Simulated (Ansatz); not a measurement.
# SrTiO3: Ti → Be

Base system: SrTiO₃ in the cubic perovskite structure (space group Pm-3m, No. 221; a = 3.8914 Å).

Now apply this change: Be takes the place of Ti on all its sites, then cell and atoms are relaxed.

Level of theory: PBEsol in Ansatz (plane waves to 420 eV, PAW, without spin-orbit coupling), earlier PAW set. k-mesh 13×13×13 (Γ-centred); smearing 0.05 eV (Fermi–Dirac), for the changed cell.

| quantity | base | changed | shift |
|---|---|---|---|
| volume per atom | 11.79 Å³ | 9.91 Å³ | -1.88 Å³ |
| density | 5.17 g/cm³ | 4.85 g/cm³ | -0.32 g/cm³ |
| lattice parameter a | 3.891 Å | 3.673 Å | -0.2185 Å |
| space group | Pm-3m (No. 221) | Pm-3m (No. 221) | – |
| shortest interatomic distance | 1.946 Å | 1.836 Å | -0.1093 Å |
| band gap | 1.86 eV | zero | – |
| magnetic state | not spin-polarised | ferromagnetic | – |
| largest site moment | 0.00 μB | 0.59 μB | +0.59 μB |

Final structure:

```
SrBeO3
1.0
    3.67288     0.00000     0.00000
    0.00000     3.67288     0.00000
    0.00000     0.00000     3.67288
Sr Be O
1 1 3
Direct
  0.00000   0.00000   0.00000
  0.50000   0.50000   0.50000
  0.00000   0.50000   0.50000
  0.50000   0.50000   0.00000
  0.50000   0.00000   0.50000
```

Cost of the whole job for the changed cell (relaxation, final SCF and bands): roughly 100 core-seconds.

Other magnetic orders, which the real material may have, were not ruled out. Whether these cells are dynamically stable was not tested. For SrBeO3 in this form, whether it has been made was not checked. Spin-polarised in the final run: SrBeO3; the other runs are not. Many cubic perovskites are stable only at high temperature; tilts and polar distortions were not tested.

Ansatz is a quantum-chemistry and plane-wave program.
